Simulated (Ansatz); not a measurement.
Ir (model structure, started from the simple cubic type, Pm-3m, No. 221, 1 atoms in the cell) was calculated with r²SCAN (Ansatz, a first-principles code, PAW).

Settings: plane-wave cutoff 560 eV, 22×22×22 k mesh, Fermi–Dirac smearing 0.05 eV, no spin polarisation, scalar-relativistic PAW data made under PBE.

Cell (relaxed at this level):

Space group Pm-3m (No. 221); a = b = c = 2.5515 Å, α = β = γ = 90.00°

```tsv
atom	site	symmetry	x	y	z
Ir	1a	m-3m	0.0000	0.0000	0.0000
```

Question: What does this level give for the bulk modulus B0?

Answer: 
- bulk modulus B0: 269 GPa

Note: the run has no spin polarisation, so it can have missed a magnetic state; the bulk modulus is −V dP/dV from two relaxed cells at ±2 % in volume; the relaxation could raise the start's symmetry but not lower it, so the cell can be a saddle point.

Spin–orbit coupling is not included.

Computed values are for the static lattice.

A model structure was made by putting elements into a prototype or built by hand; it is no filed structure, need not be a known phase, and can be a saddle point held by its symmetry.
